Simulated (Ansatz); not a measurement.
An Ansatz (a program for electronic structure) run: CdCu2GeSe4 with a change (uniaxial strain ε_zz = −3.00 %); PBEsol, PAW, 420 eV (Ansatz; without spin-orbit coupling).

Input:

Ansatz 0.2 input:
```yaml
crystal:
  lattice:
    - [-2.8651060664, 2.8651060664, 5.3466938269]
    - [2.8651060664, -2.8651060664, 5.3466938269]
    - [2.8651060664, 2.8651060664, -5.3466938269]
  atoms:
    - { symbol: Ge, position: [0.5, 0.5, 0] }
    - { symbol: Cu, position: [0.25, 0.75, 0.5] }
    - { symbol: Cu, position: [0.75, 0.25, 0.5] }
    - { symbol: Se, position: [0.4041980311, 0.4041980311, 0.5343767094] }
    - { symbol: Se, position: [0.5958019689, 0.1301786783, 0] }
    - { symbol: Se, position: [0.8698213217, 0.8698213217, 0.4656232906] }
    - { symbol: Se, position: [0.1301786783, 0.5958019689, 0] }
    - { symbol: Cd, position: [0, 0, 0] }
basis: { ecutwfc: 420, ecutrho_ratio: 4, xc_grid: 2, fft_grid_basis: typed }
kpoints: { mp_grid: { grid: [8, 8, 8] } }
hamiltonian:
  xc: pbesol
  dispersion: none
  pseudopotentials: { kind: paw }
scf: { occupations: { method: fermi_dirac, width: 0.05 }, convergence: { dr2_threshold: 0.0000000008 } }
relax: { f_tol: 0.005, max_steps: 50 }
output: { forces: true, stress: true }
checkpoint: { write: state.ck, write_every: 1000 }
```

Output (explanatory and most iteration lines left out):

```
Relaxation: its limit of steps is 50 (relax.max_steps)
Pseudopotential: Ge, paw, valence charge 14
Pseudopotential: Cu, paw, valence charge 19
Pseudopotential: Se, paw, valence charge 16
Pseudopotential: Cd, paw, valence charge 20
Crystal: 8 atoms, lattice volume = 175.560 Å³
Basis set: ecut = 420 eV, 3449 PW (Γ), exchange–correlation on 90×90×90 points (8 copies of the dense FFT grid, shifted against one another)
Bands: 82, of which v1, the nominal top of the filled ones, is band 68 counted from 1 (67 counted from 0)
Symmetry: 8 space group operations
Space group: I-42m (ITA 121), of the structure as read, at distance tolerance 5.6e-5 Å
k-points: 59 of 512 (time reversal used)
Functional: x = pbesol(κ = 0.804, μ = 0.12345679012345678), c = pbesol(β = 0.046)
SCF iter   1: F=—  HF=-47314.420188 eV  |F-HF|=—  |Δ(HF+E_count)|=         —  Δρ=7.62e-3  dr2=6.70e-2  ethr=1.77e-3  ⟨swp⟩=5.9  Hψ=17367  notcnv=0  defer=18
SCF iter   2: F=—  HF=-47314.419888 eV  |F-HF|=—  |Δ(HF+E_count)|=   3.00e-4  Δρ=7.20e-3  dr2=6.29e-2  ethr=4.92e-5  ⟨swp⟩=2.0  Hψ=10049  notcnv=0  defer=394
SCF 1 converged in 13 iterations: F = -47314.405484 eV  dr2 = 1.17e-10
relax step   1: F+E_penalty+E_count = -47314.40548360 eV  Δ(F+E_penalty+E_count) = +0.000e0 eV  max|allowed force component| = 9.082e-2 eV/Å  Δτ_max = 0.0000 Å  (13 SCF iters, accepted)
Crystal: 8 atoms, lattice volume = 175.560 Å³
SCF iter   1: F=—  HF=-47314.407178 eV  |F-HF|=—  |Δ(HF+E_count)|=         —  Δρ=8.53e-4  dr2=1.14e-3  ethr=8.09e-7  ⟨swp⟩=2.0  Hψ=12467  notcnv=0  defer=388
SCF iter   2: F=—  HF=-47314.407031 eV  |F-HF|=—  |Δ(HF+E_count)|=   1.47e-4  Δρ=6.41e-4  dr2=4.31e-4  ethr=8.09e-7  ⟨swp⟩=2.0  Hψ=5569  notcnv=0  defer=388
SCF 2 converged in 9 iterations: F = -47314.406989 eV  dr2 = 3.19e-10
relax step   2: F+E_penalty+E_count = -47314.40698874 eV  Δ(F+E_penalty+E_count) = -1.505e-3 eV  max|allowed force component| = 1.161e-2 eV/Å  Δτ_max = 0.0081 Å  (9 SCF iters, accepted)
Crystal: 8 atoms, lattice volume = 175.560 Å³
SCF iter   1: F=—  HF=-47314.406984 eV  |F-HF|=—  |Δ(HF+E_count)|=         —  Δρ=1.64e-4  dr2=3.25e-5  ethr=4.52e-7  ⟨swp⟩=2.5  Hψ=8398  notcnv=0  defer=392
SCF iter   2: F=—  HF=-47314.406990 eV  |F-HF|=—  |Δ(HF+E_count)|=   5.53e-6  Δρ=1.21e-4  dr2=1.48e-5  ethr=2.39e-8  ⟨swp⟩=2.0  Hψ=6617  notcnv=0  defer=392
SCF 3 converged in 7 iterations: F = -47314.407059 eV  dr2 = 6.05e-10
relax step   3: F+E_penalty+E_count = -47314.40705887 eV  Δ(F+E_penalty+E_count) = -7.013e-5 eV  max|allowed force component| = 6.247e-4 eV/Å  Δτ_max = 0.0019 Å  (7 SCF iters, accepted)
SCF converged after 7 iterations
Free energy (F): -47314.407059 eV
Internal energy: -47314.406198 eV  (E = F + TS)
E sigma→0 (E₀):  -47314.406629 eV
Entropy (-TS):   -0.000861 eV (-0.108 meV/atom)
Fermi energy:    9.663589 eV
--- Forces (eV/Å), atoms counted from 1 ---
  atom   1  Ge     0.00000000     0.00000000    -0.00000000
  atom   2  Cu     0.00000000     0.00000000    -0.00000000
  atom   3  Cu     0.00000000    -0.00000000    -0.00000000
  atom   4  Se     0.00062466     0.00062466    -0.00019601
  atom   5  Se     0.00062466    -0.00062466     0.00019601
  atom   6  Se    -0.00062466    -0.00062466    -0.00019601
  atom   7  Se    -0.00062466     0.00062466     0.00019601
  atom   8  Cd     0.00000000     0.00000000     0.00000000
--- Stress (GPa, compression-positive) ---
        1.858821       0.000000       0.000000
        0.000000       1.858821      -0.000000
        0.000000      -0.000000       2.554585
  P = ⅓ Tr σ = 2.0907 GPa (20.907 kbar)
--- Relaxed structure (3 steps of the walk, 3 accepted, 0 SCFs on fresh bases) ---
  atoms:
    - { symbol: Ge, position: [0.5, 0.5, 9.46040170379971e-21] }
    - { symbol: Cu, position: [0.24999999999999997, 0.75, 0.49999999999999994] }
    - { symbol: Cu, position: [0.75, 0.24999999999999997, 0.49999999999999994] }
    - { symbol: Se, position: [0.4050673165400378, 0.4050673165400378, 0.5344864237351031] }
    - { symbol: Se, position: [0.5949326834599622, 0.1294191071950653, 0.0] }
    - { symbol: Se, position: [0.8705808928049347, 0.8705808928049347, 0.4655135762648969] }
    - { symbol: Se, position: [0.1294191071950653, 0.5949326834599622, 0.0] }
    - { symbol: Cd, position: [2.5347490607904374e-21, 1.1995150764590368e-20, 9.46040170379993e-21] }
```

Stability against distortions was not tested. All final runs are without spin polarisation. The cell was made from CdCu2GeSe4 (space group I-42m, No. 121) by this change: uniaxial strain ε_zz = −3.00 %.
